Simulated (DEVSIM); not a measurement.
# illuminated Si n-on-p cell, one wavelength, with a back-surface field

System: illuminated Si n-on-p cell, one wavelength, with a back-surface field, at 300 K.

| layer (left to right) | material | thickness (μm) | Nd (cm⁻³) | Na (cm⁻³) | τn (s) | τp (s) | absorption coefficient (cm⁻¹) |
|---|---|---|---|---|---|---|---|
| 1 | Si | 0.0830 | 1.7e18 | - | 8.3e-6 | 1.1e-6 | 170 |
| 2 | Si | 60.0 | - | 3.6e15 | 1.6e-5 | 1.6e-5 | 170 |
| 3 | Si | 0.240 | - | 1.6e18 | 1.6e-5 | 1.6e-5 | 170 |

Left contact: ohmic, minority hole recombination velocity 70000 cm/s. Right contact: ohmic, minority electron recombination velocity 2e5 cm/s. Voltage is applied to the left contact. Recombination: SRH at mid-gap, radiative, Auger. Light enters at the left, 2.5e17 photons cm⁻² s⁻¹, one pass, no reflection. Mobility is constant in doping.

The device is made up for the run: typed textbook-type constants, with dimensions and the other settings drawn at random. Values at 300 K.

```tsv
parameter	Si
gap (eV)	1.124
affinity (eV)	4.05
permittivity	11.7
Nc (cm⁻³)	2.86e19
Nv (cm⁻³)	3.1e19
μn (cm²/Vs)	1417
μp (cm²/Vs)	470
B (cm³/s)	4.7e-15
Cn (cm⁶/s)	2.8e-31
Cp (cm⁶/s)	9.9e-32
```

Simulated with DEVSIM: 1D drift-diffusion, Boltzmann statistics, complete ionisation; no tunnelling, impact ionisation, image-force lowering or self-heating.

```
Property                                                  Result
---------------------------------------------------  -----------
Potential step across the device at zero bias            0.974 V
Dark forward voltage at 1 A/cm²                          0.687 V
Dark forward voltage at 100 A/cm²                        0.839 V
Short-circuit current                                24.7 mA/cm²
Open-circuit voltage                                     0.581 V
Fill factor                                                 0.82
Largest power                                        11.8 mW/cm²
Share of generated pairs collected at short circuit        0.960
```

Dark forward current:

(V (V), J (A/cm²)): (-0.05, -4.9e-10); (-0.10, -1.8e-9); (-0.15, -6.4e-9); (-0.20, -2.4e-8); (-0.25, -1.1e-7); (-0.30, -6.0e-7); (-0.35, -3.7e-6); (-0.40, -2.4e-5); (-0.45, -0.00016); (-0.50, -0.0011); (-0.55, -0.0076); (-0.60, -0.050); (-0.65, -0.29); (-0.70, -1.6); (-0.75, -8.2); (-0.80, -37); (-0.85, -130); (-0.90, -360); (-0.95, -810); (-1.00, -1500); (-1.05, -2600)

Current under light (generator sign):

```json
[
 {"V (V)": "0.00", "J (mA/cm²)": "24.7"},
 {"V (V)": "0.08", "J (mA/cm²)": "24.7"},
 {"V (V)": "0.16", "J (mA/cm²)": "24.6"},
 {"V (V)": "0.26", "J (mA/cm²)": "24.6"},
 {"V (V)": "0.34", "J (mA/cm²)": "24.6"},
 {"V (V)": "0.44", "J (mA/cm²)": "24.5"},
 {"V (V)": "0.46", "J (mA/cm²)": "24.4"},
 {"V (V)": "0.48", "J (mA/cm²)": "24.1"},
 {"V (V)": "0.50", "J (mA/cm²)": "23.5"},
 {"V (V)": "0.52", "J (mA/cm²)": "22.2"},
 {"V (V)": "0.54", "J (mA/cm²)": "19.4"},
 {"V (V)": "0.56", "J (mA/cm²)": "13.4"},
 {"V (V)": "0.58", "J (mA/cm²)": "0.774"},
 {"V (V)": "0.60", "J (mA/cm²)": "-25.2"}
]
```
